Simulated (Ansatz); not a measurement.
Base system: CdTe in the zinc blende structure (space group F-43m, No. 216; a = 6.489 Å). Axes: x, y, z lie along the cube axes.

The values are results of Kohn–Sham DFT with the PBEsol functional, run in Ansatz (an electronic-structure program) with PAW and 420 eV plane waves, no spin-orbit coupling, not measurements.

Base values:

* **Pressure**: 0.1 kbar
* **Electron mass**: 0.055 mₑ (at Γ)
* **Valence-band top at Γ**: 0.00, 0.00, 0.00 eV

Now apply this change: biaxial strain +1.00 %, plane normal [001], relaxed out of plane (Cartesian); in-plane vectors clamped, the third vector and the atoms free.

**Question.** How does this affect the pressure, electron mass, energy relative to the base and valence-band top at Γ?

**Answer.** The pressure (mean of the normal stresses, compression positive) falls by 2.7 kbar (0.1 kbar → -2.6 kbar); the electron mass becomes 0.051 mₑ out of plane, 0.055 mₑ in plane (at Γ) (base: 0.055 mₑ (at Γ)); the energy rises by 0.8 meV/atom; the valence-band top at Γ (three highest levels, from the VBM) goes from 0.00, 0.00, 0.00 eV to 0.00, -0.07, -0.07 eV.

With Te present, leaving out spin-orbit coupling can change the band edges. The levels and masses belong to the bands next to the band gap. Masses are band curvatures over ±0.01 Å⁻¹ around the edge. Whether these cells are dynamically stable was not tested.
